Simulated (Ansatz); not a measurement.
# How far PBE and PBEsol part for hypothetical simple cubic Ni

Consider Ni in the simple cubic structure (space group Pm-3m, No. 221; a = 2.330 Å; ferromagnetic; a hypothetical phase, not in the database extracts checked).

(Cell as relaxed with PBE.)

Levels (all Ansatz, a first-principles code, PAW): PBE (420 eV, no spin-orbit coupling); PBEsol (420 eV, no spin-orbit coupling).

Each level relaxes its own structure.

```tsv
quantity	PBE	PBEsol
volume per atom	12.65 Å³	12.00 Å³
lattice parameter a	4.403 bohr	4.326 bohr
band gap	zero	zero
magnetic state	ferromagnetic	ferromagnetic
largest site moment	0.59 μB	0.53 μB
```

PBE's volume per atom lies 0.65 Å³ above PBEsol's (5.4 %); PBE's lattice parameter a lies 0.077 bohr above PBEsol's (1.8 %); PBE's largest site moment lies 0.06 μB above PBEsol's; the two agree on the band gap and magnetic state. Neither level is exact; PBEsol is the comparison here, not a measurement.

Other magnetic orders, which the real material may have, were not ruled out. Whether these cells are dynamically stable was not tested.
